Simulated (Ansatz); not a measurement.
## SiSe2 (model structure, started from the 3R-MoS2 type, R3m, No. 160, 3 atoms in the cell): equilibrium volume per atom by level of theory

No measured value is used here.

```
level (code)         value (Å³/atom)
-------------------  ---------------
PBE (Ansatz)                   22.34
PBEsol (Ansatz)                19.62
PBE-D3(BJ) (Ansatz)            19.66
```

Ansatz's density-functional and Hartree–Fock values are scalar-relativistic unless marked +SOC, with PAW data made under PBE.

A model structure was made by putting elements into a prototype or built by hand; it is no filed structure, need not be a known phase, and can be a saddle point held by its symmetry.

Ansatz is a first-principles code.
